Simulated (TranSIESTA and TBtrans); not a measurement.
Junction: Ge chain with one bond stretched by 2.5 Å. Leads: straight Ge chain, spacing 2.4 Å. Geometry: as built, not relaxed. Transport runs along z; the first 6 and the last 6 of the 20 atoms are the lead cells, repeated to infinity.

```xyz
20
Lattice="9.000 0.000 0.000 0.000 9.000 0.000 0.000 0.000 50.500" Properties=species:S:1:pos:R:3 pbc="F F T"
Ge     4.500     4.500     0.000
Ge     4.500     4.500     2.400
Ge     4.500     4.500     4.800
Ge     4.500     4.500     7.200
Ge     4.500     4.500     9.600
Ge     4.500     4.500    12.000
Ge     4.500     4.500    14.400
Ge     4.500     4.500    16.800
Ge     4.500     4.500    19.200
Ge     4.500     4.500    21.600
Ge     4.500     4.500    26.500
Ge     4.500     4.500    28.900
Ge     4.500     4.500    31.300
Ge     4.500     4.500    33.700
Ge     4.500     4.500    36.100
Ge     4.500     4.500    38.500
Ge     4.500     4.500    40.900
Ge     4.500     4.500    43.300
Ge     4.500     4.500    45.700
Ge     4.500     4.500    48.100
```

Run with TranSIESTA and TBtrans (open boundaries, self-consistent; PseudoDojo norm-conserving potentials, scalar-relativistic): PAO.BasisSize DZP, PAO.EnergyShift 0.15 eV, XC.Authors PBE, Mesh.Cutoff 200 Ry, ElectronicTemperature 300 K, TS.Voltage 0.0 eV, TBT.Elecs.Eta 0.001 eV, no spin polarisation.

Energies count from the leads' Fermi level. Transmissions are for one spin of a degenerate pair. The energy step is 0.01 eV; narrower resonances are cut or missed.

| E (eV) | T |
|---|---|
| -0.20 | 0.0304 |
| -0.15 | 0.0317 |
| -0.10 | 0.0330 |
| -0.05 | 0.0341 |
| 0.00 | 0.0350 |
| 0.05 | 0.0357 |
| 0.10 | 0.0363 |
| 0.15 | 0.0367 |
| 0.20 | 0.0371 |

Q: Give the zero-bias conductance in μS and the resistance at 300 K.

A: At the Fermi level T = 0.0350. Averaged with −∂f/∂E over the full grid (kT = 25.9 meV) it is 0.0349. With G0 = 2e²/h = 77.48 μS, G = 2.70 μS and R = 1/G = 370 kΩ.

Q: The eigenchannels at the Fermi level transmit 0.0258, 0.00461, 0.00461. What Fano factor of the shot noise follows at low temperature and bias?

A: F = Σ τ(1 − τ)/Σ τ = 0.0343/0.0350 = 0.98.

The straight chain is held at its spacing; free chains may zigzag or dimerise. No spin-polarised start was tried, so a magnetic state, if there is one, is missed.
